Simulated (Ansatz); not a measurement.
The reference is Ca in the fcc (Cu type) structure (space group Fm-3m, No. 225; a = 5.4558 Å; relaxed with 0.1 eV smearing). Axes: x, y, z lie along the cube axes.

Structures relaxed with plane-wave PAW DFT at the PBEsol level (Ansatz, a program for electronic structure, 420 eV), no SOC.

Base:

Simulated powder pattern, Co Kα, λ = 1.79026 Å (kinematic, ideal powder, no thermal factors, no anomalous dispersion; the 14 strongest lines at most, above 2 %, up to 2θ = 90°):

```
2θ (°)  I/Imax (%)    hkl
------  ----------  -----
33.02          100  (111)
38.31           49  (200)
55.30           32  (220)
65.93           36  (311)
69.27           10  (222)
82.03          4.7  (400)
```

After one change:

Simulated powder pattern, Co Kα, λ = 1.79026 Å (kinematic, ideal powder, no thermal factors, no anomalous dispersion; the 14 strongest lines at most, above 2 %, up to 2θ = 90°):

| 2θ (°) | I/Imax (%) |
|---|---|
| 33.21 | 100 |
| 37.33 | 18 |
| 39.13 | 31 |
| 55.18 | 22 |
| 56.53 | 10 |
| 64.72 | 13 |
| 67.16 | 23 |
| 69.71 | 10 |
| 84.08 | 3.0 |

Question: Which change produced these results?
(A) biaxial strain −2.00 %, plane normal [001], relaxed out of plane
(B) biaxial strain +2.00 %, plane normal [001], relaxed out of plane
(C) biaxial strain −2.50 %, plane normal [001], relaxed out of plane
(D) biaxial strain −3.00 %, plane normal [001], relaxed out of plane

Answer: A, biaxial strain −2.00 %, plane normal [001], relaxed out of plane. Its volume per atom is 39.98 Å³ against 40.60 Å³, and its space group is I4/mmm (No. 139).

Stability against distortions was not tested.
